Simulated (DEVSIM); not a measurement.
Structure: abrupt GaAs p-n junction, at 300 K.

| layer (left to right) | material | thickness (μm) | Nd (cm⁻³) | Na (cm⁻³) | τn (s) | τp (s) |
|---|---|---|---|---|---|---|
| 1 | GaAs | 9.50 | - | 1.5e17 | 1.9e-9 | 1.9e-9 |
| 2 | GaAs | 75.0 | 6.9e14 | - | 1.9e-9 | 1.9e-9 |

Left contact: ohmic. Right contact: ohmic. Voltage is applied to the left contact. Recombination: SRH at mid-gap, radiative, Auger. Mobility is μmin + (μ − μmin)/(1 + (N/Nref)^α).

This is a model device: material constants are rounded textbook-type values typed into the input, and sizes, dopings and lifetimes were drawn at random. Values at 300 K.

| parameter | GaAs |
|---|---|
| gap (eV) | 1.424 |
| affinity (eV) | 4.07 |
| permittivity | 12.9 |
| Nc (cm⁻³) | 4.7e17 |
| Nv (cm⁻³) | 9e18 |
| μn (cm²/Vs) | 8500 |
| μp (cm²/Vs) | 400 |
| μn,min | 500 |
| μp,min | 20 |
| Nref,n | 6e16 |
| Nref,p | 1.5e17 |
| αn | 0.39 |
| αp | 0.38 |
| B (cm³/s) | 2e-10 |
| Cn (cm⁶/s) | 1e-30 |
| Cp (cm⁶/s) | 1e-30 |

Model (solved in DEVSIM): 1D drift-diffusion, Boltzmann statistics, complete ionisation; no tunnelling, impact ionisation, image-force lowering or self-heating.

Question: Tabulate band edges, carrier densities and field at 1.05 V on the left contact.

Answer: Energies count from the Fermi level of the right contact; mesh points crowd at the junctions.

```tsv
x (μm)	Ec (eV)	Ev (eV)	n (cm⁻³)	p (cm⁻³)	field (V/cm)
0.000	0.268	-1.156	< 1e2	1.5e17	≈ 0
0.04810	0.268	-1.156	6.6e9	1.5e17	≈ 0
0.1921	0.268	-1.156	2.6e10	1.5e17	≈ 0
0.6232	0.268	-1.156	8.6e10	1.5e17	≈ 0
2.885	0.268	-1.156	4.3e11	1.5e17	≈ 0
6.820	0.269	-1.155	1.4e12	1.5e17	≈ 0
8.621	0.269	-1.155	2.2e12	1.5e17	≈ 0
9.315	0.269	-1.155	2.6e12	1.5e17	≈ 0
9.454	0.269	-1.155	2.7e12	1.5e17	-450
9.500	0.243	-1.181	7.5e12	5.4e16	-20000
9.548	0.187	-1.236	6.3e13	6.4e15	-7100
9.803	0.123	-1.301	7.6e14	4.9e14	-660
10.46	0.118	-1.306	9.4e14	2.5e14	39
12.44	0.124	-1.300	7.6e14	7.0e13	21
22.33	0.132	-1.292	6.9e14	4.9e10	≈ 0
47.00	0.147	-1.277	6.9e14	760	≈ 0
72.05	0.161	-1.263	6.9e14	< 1e2	≈ 0
80.38	0.166	-1.258	6.9e14	< 1e2	≈ 0
83.61	0.168	-1.256	6.9e14	< 1e2	≈ 0
84.22	0.168	-1.256	6.9e14	< 1e2	≈ 0
84.42	0.169	-1.255	6.9e14	< 1e2	≈ 0
84.50	0.169	-1.255	6.9e14	< 1e2	≈ 0
```
